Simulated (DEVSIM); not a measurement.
System: n-channel Si planar bulk MOSFET with Al2O3, at 300 K.

```yaml
gate_length: 65 nm
source_drain_length: 52 nm
dielectric_thickness: 3 nm
lateral_straggle: 4.3 nm
underlap: 0 nm
junction_depth: 20.4 nm
substrate_depth: 228 nm
gate_work_function: 4.06 eV
source_and_drain_doping: 7.6e19 cm⁻³, Gaussian tails under the gate
body_doping: 1e18 cm⁻³
lifetime: 3e-8 s
supply: 1.5 V
```

All mobilities are scaled by 0.2; velocity saturation, μ/(1 + (μE/vsat)^b)^(1/b) with b = 2 for electrons and 1 for holes and E the electric field along each mesh edge, is on. Mobility is μmin + (μ − μmin)/(1 + (N/Nref)^α).

This is a model device: material constants are rounded textbook-type values typed into the input, and sizes, dopings and lifetimes were drawn at random. Values at 300 K.

Si: gap (eV) 1.124, affinity (eV) 4.05, permittivity 11.7, Nc (cm⁻³) 2.86e19, Nv (cm⁻³) 3.1e19, μn (cm²/Vs) 1417, μp (cm²/Vs) 470, μn,min 52, μp,min 45, Nref,n 9.7e16, Nref,p 2.2e17, αn 0.68, αp 0.72, vsat,n (cm/s) 1e7, vsat,p (cm/s) 8.4e6. Al2O3: gap (eV) 6.8, affinity (eV) 1.35, permittivity 9.

Simulated with DEVSIM: 2D drift-diffusion, Boltzmann statistics, complete ionisation; no quantum confinement, tunnelling, impact ionisation, self-heating, contact resistance or fringe fields beside the gate. Metal contacts follow the ideal Schottky-Mott rule: no Fermi-level pinning, no interface dipoles.

Transfer curves, |Id| in μA/μm:

```tsv
Vg (V)	Vd = 0.05 V	Vd = 1.5 V
-0.45	3.594e-8	3.882e-7
-0.375	3.735e-7	3.792e-6
-0.3	3.923e-6	3.804e-5
-0.225	4.150e-5	0.0003874
-0.15	0.0004389	0.003959
-0.075	0.004601	0.03987
0	0.04690	0.3762
0.075	0.4260	2.762
0.15	2.524	11.88
0.225	7.281	30.75
0.3	12.74	58.57
0.375	17.71	93.68
0.45	22.06	134.7
0.525	25.86	180.6
0.6	29.22	230.5
0.675	32.21	283.8
0.75	34.91	340.0
0.825	37.35	398.7
0.9	39.57	459.5
0.975	41.61	522.1
1.05	43.50	586.2
1.125	45.24	651.3
1.2	46.86	717.3
1.275	48.37	783.7
1.35	49.79	850.0
1.425	51.12	915.8
1.5	52.37	980.6
```

### Question
Work out the subthreshold swing at low drain bias from the rows at -0.3 and -0.225 V, and compare it with the thermal limit.

### Answer
log10(4.150e-5/3.923e-6) = 1.024 over 75.0 mV, so S = 73.2 mV/decade. The limit kT/q ln 10 is 59.5 mV/decade; the ratio is 1.23. This is the steepest step of the table.

### Question
Find both thresholds at the constant current 0.1 μA × (1 μm/L) a micrometre, and the DIBL.

### Answer
The current is 1.54 μA/μm. Interpolating ln Id gives 0.129 V and 0.053 V; their difference over the 1.45 V of drain bias is 53 mV/V.

Source and drain are degenerate, where Boltzmann statistics are only rough. The electric field that drives the saturation includes the junctions' built-in field, which lowers the mobility there even at small currents: subthreshold currents come out too low, a known weakness of this choice.
